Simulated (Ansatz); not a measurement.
## NH3 on the 1x1 (110) surface of bcc W, one in a 2x2 cell, started at the site 'top W'

All values below come from r2SCAN, at the PBE geometry (plane waves to 500 eV, PAW; Ansatz, a program for electronic structure).

Set-up: 20 atoms, 6.6 Å thick at the start under the adsorbate (thin: gaps and levels are the slab's own); mesh 6x6x1; 0.1 eV smearing; dipole correction on; single point; no symmetry held, on the structure that PBE left; no spin, no spin-orbit, no U, no dispersion correction. At the end it is bonded to W. In PBE it is, or lies within 0.03 eV of, the lowest of the starts that converged; the order may differ at this level.

The adsorption energy against NH3(g) at the same level is -0.98 eV and the work function of the top face is 2.54 eV. The change of the work function is -2.35 eV. The change of the step from the bottom to the top vacuum level, against the clean slab is -2.34 eV and the height of the binding atom over the mean of the host atoms within 0.3 Å of the top one comes out as 2.392 Å. The nearest host atoms of the binding atom is W at 2.29 Å, W at 3.65 Å, W at 3.66 Å and the cost comes out as roughly 7 core-minutes.

A negative adsorption energy means that the adsorbate is more stable on the surface than in its reference.
